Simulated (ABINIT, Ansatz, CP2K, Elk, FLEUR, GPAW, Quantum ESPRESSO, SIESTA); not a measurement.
# Code comparison for Sr₃P₂ (Pm-3m, 5 atoms in the cell)

Self-consistent single point, at a second geometry (lattice scaled by 0.98). First geometry:

```yaml
crystal:
  lattice:
    - [5.67000, 0.00000, 0.00000]
    - [0.00000, 5.67000, 0.00000]
    - [0.00000, 0.00000, 5.67000]
  atoms:
    - { symbol: Sr, position: [0.00000, 0.50000, 0.50000] }
    - { symbol: Sr, position: [0.50000, 0.00000, 0.50000] }
    - { symbol: Sr, position: [0.50000, 0.50000, 0.00000] }
    - { symbol: P, position: [0.00000, 0.00000, 0.00000] }
    - { symbol: P, position: [0.50000, 0.50000, 0.50000] }
```

Shared settings, as Ansatz (a program for electronic structure) writes them: kpoints.mp_grid.grid = 6 6 6; scf.occupations.method = fermi_dirac; scf.occupations.width = 0.136 eV. Potentials and cutoffs stand in the table.

| code | model | ΔF from the first geometry (meV/atom) | pressure (GPa) | cutoff |
|---|---|---|---|---|
| Ansatz | PBEsol, PAW files made with PBE | -4.2 | 0.72 | default |
| FLEUR | PBEsol, all-electron FLAPW (FLEUR), scalar-relativistic valence | -4.1 | – | Kmax 4.1 1/bohr |
| GPAW | PBEsol, GPAW PAW datasets PBEsol (made by gpaw-setup) | -1.5 | 0.91 | 550 eV |
| CP2K | PBEsol, GPW, DZVP-MOLOPT-SR-GTH basis, GTH-PBE potentials (GTH_POTENTIALS) | 2.4 | 1.29 | grid 500 Ry |
| Elk | PBEsol, all-electron FP-LAPW, Elk's shipped species files, APW+lo basis with extra local orbitals | -2.8 | – | rgkmax 8 |
| SIESTA | GGA PBEsol, numerical atomic orbitals DZP, PseudoDojo PBEsol standard norm-conserving potentials (rewritten from UPF to PSML) | 63.1 | 6.41 | grid 350 Ry |
| ABINIT | PBEsol, norm-conserving pseudopotentials (PseudoDojo nc-sr-04 PBEsol standard) | -4.7 | 0.68 | 68 Ry |
| Quantum ESPRESSO | PBEsol, PseudoDojo standard norm-conserving (PBESOL) pseudopotentials | -4.7 | 0.69 | 70 Ry |

A dash marks a value that a program does not give, or that is left out as unsure.

No clean gap comes from GPAW, CP2K, Elk, SIESTA, ABINIT and Quantum ESPRESSO: levels at the Fermi energy touch, overlap or are partly filled at this smearing.

The spread over the programs that give each value: ΔF from the first geometry within 67.8 meV/atom; pressure within 5.73 GPa.

CP2K and SIESTA use small atom-centred bases, whose incompleteness enters pressures, forces and empty levels differently from a plane-wave cutoff. FLEUR and Elk treat all electrons, but the usual bases taken here (sphere radii, linearisation, local orbitals, empty states) were not tested for convergence, so the values are no reference for the others. Ansatz's pressure is given at a fixed set of plane waves, as the other plane-wave codes print theirs. In the pressure, SIESTA (by 5.70) lies more than 1 GPa from the median of the plane-wave programs.

The starting cell comes from a database of computed structures (which also holds hypothetical and non-ambient phases and stackings), without a prior relaxation at this level. For this run, on top of that: lattice scaled by 0.98.

Keys are those of Ansatz 0.2.
